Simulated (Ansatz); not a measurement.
Defect: interstitial Zn in zinc-blende GaN, charge state +2. The step: Zn moves alone to another site; the atom moves 3.21 Å along (0.50, 0.00, -0.50) of the unit cell; the moving atom starts with neighbours 6 Ga at 2.47; 4 N at 1.99 Å and ends with 6 Ga at 2.47; 4 N at 1.99 Å. A PBE band in Ansatz (plane-wave PAW, one k-point at (0.250, 0.250, 0.250), 64 host sites, 70 SCF runs with any check of the saddle's order, static, no finite-size correction) gives a forward barrier of 1.44 eV. The program found a first-order saddle point. The host's phase is taken as given; its stability against other phases was not computed. The charge state is imposed; whether it is stable for some Fermi level was not computed. Sites that were not tried may lie lower.

Single points at the band's start and saddle point can refine it. Rough cost of one point, in units of the band's mean SCF on the same machine:

```csv
Level,Cost of one point
"PBE, a 2×2×2 k-point mesh shifted by half a step",about 4
"r2SCAN at 500 eV, one k-point at (0.250, 0.250, 0.250)",about 2
```

Task: Which of these move the barrier by more than 0.1 eV, and how far does each move it?

Result: PBE, a 2×2×2 k-point mesh shifted by half a step: 0.00 eV; r2SCAN at 500 eV, one k-point at (0.250, 0.250, 0.250): +0.12 eV. Each functional is compared with PBE at the same k-points.

Ansatz is an electronic-structure program.
